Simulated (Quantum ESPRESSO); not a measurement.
A working Quantum ESPRESSO input for Zr₃AlAu₂ (Fd-3m, 24 atoms in the cell) (DFT, PBEsol, plane waves, GBRV 1.5 ultrasoft (PBESOL) pseudopotentials):

```fortran
&CONTROL
   calculation = 'scf'
   prefix = 'zr3alau2'
   outdir = './out'
   pseudo_dir = './'
   tprnfor = .true.
   tstress = .true.
/
&SYSTEM
   ibrav = 0
   nat = 24
   ntyp = 3
   ecutwfc = 40
   ecutrho = 320
   occupations = 'smearing'
   smearing = 'gaussian'
   degauss = 0.0073499
/
&ELECTRONS
   conv_thr = 1.0e-11
/
ATOMIC_SPECIES
Zr    91.2240  zr_pbesol_v1.uspp.F.UPF
Al    26.9815  al_pbesol_v1.uspp.F.UPF
Au   196.9666  au_pbesol_v1.uspp.F.UPF
ATOMIC_POSITIONS {crystal}
Zr    0.3029900000    0.3029900000    0.6970100000
Zr    0.5529900000    0.5529900000    0.9470100000
Zr    0.6970100000    0.6970100000    0.3029900000
Zr    0.9470100000    0.9470100000    0.5529900000
Zr    0.6970100000    0.3029900000    0.3029900000
Zr    0.9470100000    0.5529900000    0.5529900000
Zr    0.3029900000    0.6970100000    0.6970100000
Zr    0.5529900000    0.9470100000    0.9470100000
Zr    0.3029900000    0.6970100000    0.3029900000
Zr    0.5529900000    0.9470100000    0.5529900000
Zr    0.6970100000    0.3029900000    0.6970100000
Zr    0.9470100000    0.5529900000    0.9470100000
Al    0.6250000000    0.1250000000    0.1250000000
Al    0.1250000000    0.1250000000    0.6250000000
Al    0.1250000000    0.6250000000    0.1250000000
Al    0.1250000000    0.1250000000    0.1250000000
Au    0.2614200000    0.9128600000    0.9128600000
Au    0.3371400000    0.3371400000    0.9885800000
Au    0.9128600000    0.2614200000    0.9128600000
Au    0.3371400000    0.3371400000    0.3371400000
Au    0.9128600000    0.9128600000    0.9128600000
Au    0.3371400000    0.9885800000    0.3371400000
Au    0.9128600000    0.9128600000    0.2614200000
Au    0.9885800000    0.3371400000    0.3371400000
K_POINTS {automatic}
3 3 3  1 1 1
CELL_PARAMETERS {bohr}
   0.0000000000    11.7577720125    11.7577720125
  11.7577720125     0.0000000000    11.7577720125
  11.7577720125    11.7577720125     0.0000000000
```

The run converged in 17 iterations: free energy E − TS -29049.7562 eV; Fermi level (on the code's own zero) 13.68 eV; pressure -6.06 GPa; largest force (vector length) 0.144 eV/Å. Each of these slips is then made, one at a time:

(1)
```diff
-   ntyp = 3
+   ntyp = 2
```

(2)
```diff
-Au   196.9666  au_pbesol_v1.uspp.F.UPF
+Au   196.9666  au_pbe_v1.uspp.F.UPF
```

Task: How does each altered input end?

Result: 
(1) A species count that does not match the list of species. The program stopped before any SCF iteration.
```
Error in routine read_cards (17):
species Au in ATOMIC_POSITIONS is nonexistent
```

(2) Potentials made for another functional. The program stopped before any SCF iteration.
```
Error in routine set_dft_from_name (4):
conflicting values for igcx
```

The starting cell comes from a database of computed structures (which also holds hypothetical and non-ambient phases and stackings), without a prior relaxation at this level. In the base run, with a pressure of about -6 GPa the cell is away from its equilibrium volume at this level.

Left out of this page: 4 runs of the series outside the window shown, repeating another row's setting, or not comparable.
